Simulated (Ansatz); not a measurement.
System: cubic perovskite TlMnCl3. Method: BLYP in Ansatz (PAW).

Settings: plane-wave cutoff 520 eV, 8×8×8 k mesh, Fermi–Dirac smearing 0.01 eV, spin-polarised start, scalar-relativistic PAW data made under PBE.

Equation-of-state points:

```json
[
 {"V (Å³/atom)": "26.024", "E − E_lowest (meV/atom)": "10.44"},
 {"V (Å³/atom)": "26.578", "E − E_lowest (meV/atom)": "4.44"},
 {"V (Å³/atom)": "27.131", "E − E_lowest (meV/atom)": "1.05"},
 {"V (Å³/atom)": "27.685", "E − E_lowest (meV/atom)": "0.00"},
 {"V (Å³/atom)": "28.239", "E − E_lowest (meV/atom)": "1.04"},
 {"V (Å³/atom)": "28.792", "E − E_lowest (meV/atom)": "3.94"},
 {"V (Å³/atom)": "29.346", "E − E_lowest (meV/atom)": "8.51"}
]
```

**Question.** What bulk modulus B0 and pressure derivative B′ does a third-order Birch–Murnaghan fit give?

**Answer.** V0 = 27.677 Å³/atom, B0 = 30.2 GPa, B′ = 4.6 (fit to the energies at full precision).

Note: the magnetic order was assumed, not searched for or taken from measurement; the relaxation could not lower the start's symmetry, so the cell can be a saddle point above a distorted one.

Spin–orbit coupling is not included; it can shift volumes and moduli of such heavy elements.

The computed numbers hold no vibrational or temperature effects.

Ansatz is a first-principles code.
